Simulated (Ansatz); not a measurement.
Bond-angle distributions (per cent of the angles at each element, bins of 10°) of a relaxed model of amorphous Zr$_{20}$O$_{42}$Ge at 5.24 g/cm³. Calculation: PBE, scalar-relativistic without spin-orbit coupling (plane waves to 420 eV, PAW; Ansatz, an electronic-structure program).

The cell was made by melting and quenching with the CHGNet potential and then relaxed with DFT. O atoms were pushed apart under 1.9 Å during the dynamics, to hinder bonds among them. The hot cell started wider than the set density and was brought back towards it in steps. It is the lowest in DFT energy of 2 quenches. It is a model cell: composition and starting density were chosen by hand, and all elements were melted together. No dispersion term was used. Its density started from a set value of 5.24 and ended at 5.24 g/cm³. Cooling (nominally 450 K/ps over its main leg) ran many orders faster than in experiment, which tends to leave more defects and strain. Values belong to this one cell and scatter from quench to quench. The volume was held where the preparation left it and the shape relaxed, at a PBE pressure of 2.7 GPa. Stress components on the final sampling reach 3.2 GPa. Cycles of charging lowered its energy after that relaxation.

Neighbours within Zr-Zr 3.41 Å, Zr-O 2.82 Å, Zr-Ge 3.03 Å, O-O 1.58 Å, O-Ge 2.23 Å, Ge-Ge 2.81 Å count as bonded. Two cations that share two anions don't count as bonded, nor two that share one unless they lie closer than Zr-Zr 3.32 Å, Zr-Ge 2.94 Å, Ge-Ge 2.57 Å.

```tsv
angle (°)	at Zr	at O
50-60	0	0
60-70	6	0
70-80	28	1
80-90	12	3
90-100	12	27
100-110	8	24
110-120	6	12
120-130	7	15
130-140	7	12
140-150	6	3
150-160	5	2
160-170	4	1
170-180	1	0
```

They go with these counts of neighbours within the cut-offs, cation contacts included: Zr mean 6.5, most often 7; O mean 3.2, most often 3.
